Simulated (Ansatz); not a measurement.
## A short convergence ladder for BaCuTeF (P4mm, 8 atoms in the cell)

```xyz
8
Lattice="4.4266 0.0000 0.0000 0.0000 4.4266 0.0000 0.0000 0.0000 9.4790" Properties=species:S:1:pos:R:3 pbc="T T T"
Ba     0.0000     2.2133     6.2951
Ba     2.2133     0.0000     3.2340
Cu     0.0000     0.0000     0.0000
Cu     2.2133     2.2133     0.0000
Te     2.2133     0.0000     7.9707
Te     0.0000     2.2133     1.5083
F      2.2133     2.2133     4.7395
F      0.0000     0.0000     4.7395
```

Base method: PBEsol, default PAW files made with PBE (plane waves; Ansatz, a first-principles code).

Base settings: basis.ecutwfc = 30.9 Ry; kpoints.mp_grid.grid = 6 6 3; hamiltonian.xc = pbesol; hamiltonian.pseudopotentials = {kind: paw} (the program's default PAW files); scf.occupations.method = fermi_dirac; scf.occupations.width = 0.0007 Ry.

**The width of Fermi-Dirac smearing**

The mesh stays at the base's, so the ladder's end is converged at best in this setting alone.

Only quantities that move along the ladder and can be compared are tabulated.

| scf.occupations.width | free energy less the last step's (meV/atom) | pressure (GPa) | largest difference of a force vector from the last step's (eV/Å) |
|---|---|---|---|
| 0.0735 Ry | -406.79 | 0.71 | 0.207 |
| 0.0367 Ry | -39.74 | -2.40 | 0.074 |
| 0.0147 Ry | -0.77 | -2.87 | 0.014 |
| 0.0073 Ry | -0.02 | -2.87 | 0.001 |
| 0.0015 Ry | 0.00 | -2.87 | 0.000 |

Widest scf.occupations.width that holds the free energy within 0.5 meV/atom of the last step, with all finer ones: 0.0073 Ry; the step before is off by 0.77 meV/atom.

Widest scf.occupations.width that holds the pressure within 0.2 GPa of the last step, with all finer ones: 0.0147 Ry; the step before is off by 0.47 GPa.

Widest scf.occupations.width that holds the forces within 0.02 eV/Å of the last step, with all finer ones: 0.0147 Ry; the step before is off by 0.074 eV/Å.

On the base run: the starting cell comes from a database of computed structures (which also holds hypothetical and non-ambient phases and stackings), without a prior relaxation at this level. Its lattice was rescaled by up to half a per cent. One atom was moved a little off its site on purpose. Ansatz's pressure includes its estimate of the finite-basis (Pulay) stress.

Keys are those of Ansatz 0.2.
